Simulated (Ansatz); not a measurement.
# TiC: C interstitial (started 1.69 Å from the nearest host atom), symmetric start

The reference is an 8-atom supercell of TiC in the rock salt structure (space group Fm-3m, No. 225; a = 4.333 Å) at its relaxed geometry.

Modification: one C atom is added in an open site, starting 1.69 Å from the nearest host atom, atoms relaxed at fixed cell.

Level of theory: PBE (Ansatz, a program for electronic structure, PAW, no spin-orbit coupling), earlier PAW set. k-mesh 8×8×8 (Γ-centred); smearing 0.05 eV (Fermi–Dirac).

| quantity | base | changed | shift |
|---|---|---|---|
| pressure | 0.0 GPa | 22.8 GPa | +22.8 GPa |
| largest displacement of a host atom from its site in the perfect cell | – | 0.26 Å | – |
| final site of the added atom | – | 2 C at 1.46 Å and 4 Ti at 1.91–2.15 Å | – |

Final structure:

```yaml
crystal:
  lattice:
    - [-4.33266, 0.00000, 0.00000]
    - [0.00000, 0.00000, 4.33266]
    - [0.00000, 4.33266, 0.00000]
  atoms:
    - { symbol: C, position: [0.00400, 0.03403, 0.03403] }
    - { symbol: C, position: [0.51417, 0.97964, 0.52036] }
    - { symbol: C, position: [0.51417, 0.52036, 0.97964] }
    - { symbol: C, position: [0.00400, 0.46597, 0.46597] }
    - { symbol: Ti, position: [0.50307, 0.49292, 0.49292] }
    - { symbol: Ti, position: [0.98891, 0.54086, 0.95914] }
    - { symbol: Ti, position: [0.98891, 0.95914, 0.54086] }
    - { symbol: Ti, position: [0.50307, 0.00708, 0.00708] }
    - { symbol: C, position: [0.14639, 0.25000, 0.25000] }
```

In so small a cell the defect repeats every few ångströms: this is an ordered compound, not a dilute defect. The defect started on the symmetric site and kept its symmetry, so it may sit on a saddle. The final runs are not spin-polarised. The defect cell is not spin-polarised.
